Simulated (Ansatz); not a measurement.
# LaSb: response to strain

Take LaSb in the rock salt structure (space group Fm-3m, No. 225; a = 6.452 Å; relaxed with 0.1 eV smearing) as the base. Axes: x, y, z lie along the cube axes.

Strains are applied to the cell and any free atomic positions relax; under biaxial strain the out-of-plane vector relaxes too.

Level of theory: Kohn–Sham DFT with the PBEsol functional, run in Ansatz (a program for electronic structure) with PAW and 420 eV plane waves, without spin-orbit coupling.

Candidates:
(a) biaxial strain +1.36 %, plane normal [110], relaxed out of plane
(b) biaxial strain −0.87 %, plane normal [110], relaxed out of plane
(c) biaxial strain +0.60 %, plane normal [111], relaxed out of plane

Order them by out-of-plane strain, lowest first.

(a) biaxial strain +1.36 %, plane normal [110], relaxed out of plane (-1.05 %), (c) biaxial strain +0.60 %, plane normal [111], relaxed out of plane (-0.67 %), (b) biaxial strain −0.87 %, plane normal [110], relaxed out of plane (+0.68 %)

A biaxial case was relaxed in a doubled cell and then solved in the primitive one. Stability against distortions was not tested. The final runs are not spin-polarised.
